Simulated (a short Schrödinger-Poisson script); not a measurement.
System: MOS inversion layer, SiO2 on p-type Si(111), at 400 K.

From the gate side: 2.8 nm SiO2; 540 nm Si, acceptors 6.2e17 cm⁻³.

Constants are typed, rounded textbook-type inputs, not results; the design itself was drawn at random and stands for no fabricated device. SiO2: permittivity 3.9, conduction-band edge (eV) 3.15, gap (eV) 9, electron mass (mₑ) 0.5. Si: permittivity 11.7, conduction-band edge (eV) 0, gap (eV) 1.124, Nv at 300 K (cm⁻³) 3.1e19.

Channel valleys (confinement mass, in-plane density-of-states mass, number): Δ6 0.258, 0.358, 6. At the gate the conduction-band edge of layer 1 lies 3.59 eV − eVg above the Fermi level of the channel; the field vanishes at the back. Gaps are held at their typed values at every temperature. Mesh 0.03 nm at interfaces.

Solved with a short Schrödinger-Poisson script written for these runs: 1D Poisson equation in equilibrium, electrons quantum, Hartree (BenDaniel-Duke, 12 states a valley, the channel's in-plane mass for all, wave functions free to enter the dielectric), parabolic valleys, classical holes, full ionisation, no traps, pinning or gate leakage.

| Vg (V) | electrons (cm⁻²) | C (μF/cm²) | Δ6 E0 (meV from the Fermi level) |
|---|---|---|---|
| 0.6 | 6.98e9 | 0.233 | 291.6 |
| 0.7 | 5.71e10 | 0.344 | 218.8 |
| 0.8 | 2.70e11 | 0.611 | 164.9 |
| 0.9 | 6.72e11 | 0.796 | 133.2 |
| 1 | 1.18e12 | 0.889 | 113.4 |
| 1.1 | 1.74e12 | 0.940 | 99.7 |
| 1.2 | 2.32e12 | 0.973 | 89.2 |
| 1.3 | 2.93e12 | 0.996 | 80.7 |
| 1.4 | 3.56e12 | 1.01 | 73.7 |
| 1.5 | 4.19e12 | 1.03 | 67.6 |
| 1.6 | 4.83e12 | 1.04 | 62.3 |
| 1.7 | 5.48e12 | 1.05 | 57.5 |
| 1.8 | 6.13e12 | 1.05 | 53.2 |
| 1.9 | 6.79e12 | 1.06 | 49.3 |
| 2 | 7.46e12 | 1.07 | 45.6 |
| 2.1 | 8.13e12 | 1.07 | 42.2 |
| 2.2 | 8.80e12 | 1.08 | 39.1 |
| 2.3 | 9.47e12 | 1.08 | 36.1 |

Gate voltages with under 1e9 electrons/cm² are left out.

Question: At Vg = 2.3 V the lowest Δ6 subband lies at 36.1 meV from the Fermi level. How many electrons does it hold, and what share of all?

Answer: The two-dimensional density of states is g m/(πħ²) = 8.97e11 cm⁻² meV⁻¹ (both spins), kT = 34.5 meV, so n = D kT ln(1 + exp(−E/kT)) = 9.30e12 cm⁻², 0.98 of the 9.47e12 cm⁻² in all.

Question: Compare the slope of the sheet density between 2.1 and 2.3 V with the geometric capacitance of the layers between gate and channel.

Answer: q Δn/ΔV = 1.07 μF/cm²; ε0/Σ(t/ε) = 1.23 μF/cm². The ratio is 0.87: the channel acts as a further capacitance in series.
